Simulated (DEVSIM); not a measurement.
System: illuminated Si p-on-n cell, one wavelength, with a back-surface field, at 300 K.

Layer 1 from the left is Si, thickness (μm) 0.0750, Na (cm⁻³) 4.7e18, τn (s) 5e-7, τp (s) 3.7e-5, absorption coefficient (cm⁻¹) 1300. Layer 2 from the left is Si, thickness (μm) 100, Nd (cm⁻³) 1.5e17, τn (s) 4.2e-5, τp (s) 4.2e-5, absorption coefficient (cm⁻¹) 1300. Layer 3 from the left is Si, thickness (μm) 0.160, Nd (cm⁻³) 5.9e18, τn (s) 4.2e-5, τp (s) 4.2e-5, absorption coefficient (cm⁻¹) 1300.

Left contact: ohmic, minority electron recombination velocity 3e6 cm/s. Right contact: ohmic, minority hole recombination velocity 200 cm/s. Voltage is applied to the left contact. Recombination: SRH at mid-gap, radiative, Auger. Gap narrowing is on: ΔEg = 6.92 meV × (l + √(l² + 0.5)), l = ln(N/1.3e17 cm⁻³), shared equally by both band edges. Light enters at the left, 6.9e17 photons cm⁻² s⁻¹, one pass, no reflection. Mobility is constant in doping.

The device is made up for the run: typed textbook-type constants, with dimensions and the other settings drawn at random. Values at 300 K.

Si: gap (eV) 1.124, affinity (eV) 4.05, permittivity 11.7, Nc (cm⁻³) 2.86e19, Nv (cm⁻³) 3.1e19, μn (cm²/Vs) 1417, μp (cm²/Vs) 470, B (cm³/s) 4.7e-15, Cn (cm⁶/s) 2.8e-31, Cp (cm⁶/s) 9.9e-32.

DEVSIM, 1D drift-diffusion, Boltzmann statistics, complete ionisation; no tunnelling, impact ionisation, image-force lowering or self-heating.

**Question.** What does the simulation give for the open-circuit voltage, the fill factor?

**Answer.** open-circuit voltage 0.555 V; fill factor 0.82.
